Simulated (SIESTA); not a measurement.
Band structure of Zr2Al3Zn (R-3m, 6 atoms in the cell).

```yaml
crystal:
  lattice:
    - [2.66596, 1.53919, 4.26785]
    - [-2.66596, 1.53919, 4.26785]
    - [0.00000, -3.07839, 4.26785]
  atoms:
    - { symbol: Zr, position: [0.62451, 0.62451, 0.62451] }
    - { symbol: Zr, position: [0.37549, 0.37549, 0.37549] }
    - { symbol: Al, position: [0.00000, 0.50000, 0.00000] }
    - { symbol: Al, position: [0.00000, 0.00000, 0.50000] }
    - { symbol: Al, position: [0.50000, 0.00000, 0.00000] }
    - { symbol: Zn, position: [0.00000, 0.00000, 0.00000] }
```

Method of the run: GGA PBEsol, numerical atomic orbitals DZP, PseudoDojo PBEsol standard norm-conserving potentials (rewritten from UPF to PSML) in SIESTA.

Settings: XC.functional = GGA; XC.authors = PBEsol; potentials = PseudoDojo PBEsol standard; PAO.BasisSize = DZP; PAO.EnergyShift = 0.01 Ry; MeshCutoff = 350 Ry; kgrid.MonkhorstPack = 7 7 7; OccupationFunction = MP; OccupationMPOrder = 0; ElectronicTemperature = 1578.21 K; MaxSCFIterations = 150; SCF.Mixer.Method = Pulay; SCF.Mixer.Weight = 0.2; SCF.Mixer.History = 6.

The starting cell comes from a database of computed structures (which also holds hypothetical and non-ambient phases and stackings), without a prior relaxation at this level. Its lattice was rescaled by a random factor within 2.5 % of one. Values carry the incompleteness of an atom-centred basis.

Levels in eV from the Fermi level, bands 23 to 28:
```csv
point,23,24,25,26,27,28
Γ,-2.35,-2.31,-2.31,-2.10,-2.10,1.25
L,-1.77,-1.45,-0.61,-0.57,-0.40,1.49
B1,-1.77,-1.17,-0.81,-0.07,0.00,0.77
B,-1.77,-1.17,-0.81,-0.07,0.00,0.77
Z,-1.76,-1.76,-0.91,-0.39,-0.39,1.63
X,-1.76,-1.04,-0.50,-0.31,0.08,0.78
Q,-1.76,-1.04,-0.50,-0.31,0.08,0.78
F,-3.29,-0.16,-0.12,-0.03,0.08,0.54
P1,-1.42,-0.91,-0.56,-0.36,0.17,0.82
P,-1.42,-0.91,-0.56,-0.36,0.17,0.82
```

Bands cross the Fermi level along this path, so the cell is metallic at this level.

Higher empty bands are left out: an atom-centred basis made for the valence describes them poorly.
